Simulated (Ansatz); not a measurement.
## Response to strain in Ag

The reference is Ag in the fcc (Cu type) structure (space group Fm-3m, No. 225; relaxed with 0.1 eV smearing).

Space group Fm-3m (No. 225); a = 4.0009 Å, b = 4.0009 Å, c = 4.0009 Å, α = 90.00°, β = 90.00°, γ = 90.00°

```
atom  site  symmetry       x       y       z
----  ----  --------  ------  ------  ------
Ag      4a      m-3m  0.0000  0.0000  0.0000
```
(The calculation used a cell of 1 atom; values per cell refer to that cell.)

Strains are applied to the cell and any free atomic positions relax.

Calculations: LDA/PAW in Ansatz (a first-principles code), spin-orbit coupling left out.

Notes on the quantities. energy relative to the base: free energy F.

```csv
case,shortest interatomic distance,pressure,energy relative to the base
base,2.829 Å,0.0 GPa,0 meV/atom
isotropic strain −3.00 %,2.744 Å,16.4 GPa,+65 meV/atom
isotropic strain −2.00 %,2.772 Å,10.0 GPa,+27 meV/atom
isotropic strain −1.50 %,2.787 Å,7.2 GPa,+15 meV/atom
isotropic strain −1.00 %,2.801 Å,4.6 GPa,+6.6 meV/atom
isotropic strain −0.50 %,2.815 Å,2.2 GPa,+1.6 meV/atom
isotropic strain +0.50 %,2.843 Å,-2.0 GPa,+1.5 meV/atom
isotropic strain +1.00 %,2.857 Å,-3.8 GPa,+6.0 meV/atom
isotropic strain +2.00 %,2.886 Å,-7.0 GPa,+23 meV/atom
isotropic strain +2.50 %,2.900 Å,-8.3 GPa,+35 meV/atom
```

Whether these cells are dynamically stable was not tested.
